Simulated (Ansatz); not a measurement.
**TiS under a change: isotropic strain +0.86 %**

The reference is TiS (space group R-3m, No. 166; a = 3.393 Å, c = 26.424 Å (hexagonal axes)).

The change: an isotropic linear strain of +0.86 %, atoms relaxed at fixed cell.

Computed with PBEsol (Ansatz, an electronic-structure program, PAW, no spin-orbit coupling). k-mesh 16×16×16 (Γ-centred); smearing 0.05 eV (Fermi–Dirac).

```json
[
 {"quantity": "volume per atom", "base": "14.63 Å³", "changed": "15.01 Å³", "shift": "+0.38 Å³"},
 {"quantity": "space group", "base": "R-3m (No. 166)", "changed": "R-3m (No. 166)", "shift": "–"},
 {"quantity": "energy relative to the base (free energy F)", "base": "0 meV/atom", "changed": "+4.3 meV/atom", "shift": "+4.3 meV/atom"},
 {"quantity": "pressure (mean of the normal stresses, compression positive)", "base": "0.0 GPa", "changed": "-3.5 GPa", "shift": "-3.5 GPa"},
 {"quantity": "band gap", "base": "zero", "changed": "zero", "shift": "–"}
]
```

Final structure:

```
CELL_PARAMETERS angstrom
      1.71086     0.98776     8.88365
     -1.71086     0.98776     8.88365
      0.00000    -1.97553     8.88365
ATOMIC_POSITIONS crystal
  Ti 0.50000 0.50000 0.50000
  Ti 0.61840 0.61840 0.61840
  Ti 0.38160 0.38160 0.38160
  S  0.00000 0.00000 0.00000
  S  0.77674 0.77674 0.77674
  S  0.22326 0.22326 0.22326
```

Stability against distortions was not tested. All final runs are without spin polarisation.
